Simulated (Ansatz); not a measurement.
Take SiO₂ (space group P3_121, No. 152; a = 5.020 Å, c = 5.509 Å) as the base.

(Cell as relaxed with PBE.)

Levels (all Ansatz, a first-principles code, PAW, earlier PAW set): PBE (420 eV, no spin-orbit coupling); r2SCAN (500 eV, no SOC).

Each level relaxes its own structure.

| quantity | PBE | r2SCAN |
|---|---|---|
| volume per atom | 13.36 Å³ | ? |
| lattice parameter a | 5.020 Å | ? |
| lattice parameter c | 5.509 Å | ? |
| band gap | 5.68 eV | ? |
| gap character | indirect, K → Γ | ? |
| electron mass | 0.51 mₑ | ? |

Q: Predict the r2SCAN column.

A: 
- volume per atom, r2SCAN: 12.62 Å³
- lattice parameter a, r2SCAN: 4.920 Å
- lattice parameter c, r2SCAN: 5.416 Å
- band gap, r2SCAN: 6.60 eV
- gap character, r2SCAN: indirect, K → Γ
- electron mass, r2SCAN: 0.49 mₑ

PBE's volume per atom lies 0.74 Å³ above r2SCAN's (5.9 %); PBE's lattice parameter a lies 0.100 Å above r2SCAN's (2.0 %); PBE's lattice parameter c lies 0.093 Å above r2SCAN's (1.7 %); PBE's band gap lies 0.92 eV below r2SCAN's; the two agree on the gap character. Neither level is exact; r2SCAN is the comparison here, not a measurement.

Effective masses come from finite differences of ±0.01 Å⁻¹. No phonon test of stability was made.
